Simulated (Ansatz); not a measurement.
Take InP in the zinc blende structure (space group F-43m, No. 216; a = 5.878 Å) as the base.

Perturbation: every lattice vector is stretched by 1.00 %; the atoms relax in the strained cell.

Calculations: DFT with PBEsol, PAW potentials and a 420 eV plane-wave cutoff in Ansatz (an electronic-structure program), scalar-relativistic without spin-orbit coupling.

Base, band edges from the VBM (valence, conduction): X -2.32, 1.65; W -2.92, 4.19; L -0.97, 1.38; Γ 0.00, 0.57; K -1.94, 2.25; U -1.94, 2.25 eV.

Task: Give the band edges at the high-symmetry points of the new zone, measured from its valence-band maximum.

Result: 
```tsv
point	valence edge (eV)	conduction edge (eV)
Γ	0.00	0.41
X	-2.22	1.70
U	-1.86	2.27
K	-1.86	2.27
L	-0.93	1.31
W	-2.79	4.18
```

The gap is 0.41 eV, direct at Γ.

Stability against distortions was not tested.
